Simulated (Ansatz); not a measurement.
Take Mo in the bcc (W type) structure (space group Im-3m, No. 229; relaxed with 0.1 eV smearing) as the base.

```
Mo
1.0
   -1.57548     1.57548     1.57548
    1.57548    -1.57548     1.57548
    1.57548     1.57548    -1.57548
Mo
1
Cartesian
  0.00000   0.00000   0.00000
```

The values are results of Kohn–Sham DFT with the r2SCAN functional, run in Ansatz (a program for electronic structure) with PAW and 500 eV plane waves, without spin-orbit coupling, not measurements.

Before the change:

Pressure: 0.0 GPa
Band gap: zero

Perturbation: an isotropic linear strain of −1.50 %; the atoms relax in the strained cell.

Q: Predict the new pressure, energy relative to the base and band gap.

A: The pressure goes from zero to 13.5 GPa; the energy increases by 28 meV/atom; the band gap remains zero.

Whether these cells are dynamically stable was not tested. All final runs are without spin polarisation.
